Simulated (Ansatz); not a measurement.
The parent structure is CuI in the zinc blende structure (space group F-43m, No. 216; a = 6.023 Å). Axes: x, y, z lie along the cube axes.

All numbers come from r2SCAN, PAW, 500 eV (Ansatz, a program for electronic structure; no SOC).

For the base:

| Item | Result |
|---|---|
| Valley order | Γ 1.67 eV; L along ⟨111⟩ 2.57 eV; X along ⟨100⟩ 2.90 eV |
| Electron mass | 0.18 mₑ (at Γ) |
| Shortest interatomic distance | 2.608 Å |

The change: uniaxial strain ε_zz = −0.50 %, all other strain components held at zero; the atoms relax in the strained cell.

What happens to the valley order, electron mass, stress, energy relative to the base and shortest interatomic distance?

The valley order (the lowest conduction-band minima on the path, energy above the VBM, named in the base's zone) changes from Γ 1.67 eV; L along ⟨111⟩ 2.57 eV; X along ⟨100⟩ 2.90 eV to Γ 1.68 eV; L along [1-11] 2.56 eV; X along [001] 2.87 eV; X along [100] 2.90 eV; the electron mass is still 0.18 mₑ (at Γ); the stress (xx, yy, zz, yz, xz, xy; compression positive) comes out as (0.19, 0.19, 0.28, 0.00, 0.00, 0.00) GPa; the energy hardly moves; the shortest interatomic distance decreases by 0.004 Å, from 2.608 Å to 2.604 Å.

Spin-orbit coupling, missing from the scalar runs, can matter with I. The levels and masses belong to the bands next to the band gap. Masses are band curvatures over ±0.01 Å⁻¹ around the edge. Whether these cells are dynamically stable was not tested. The final runs are not spin-polarised.
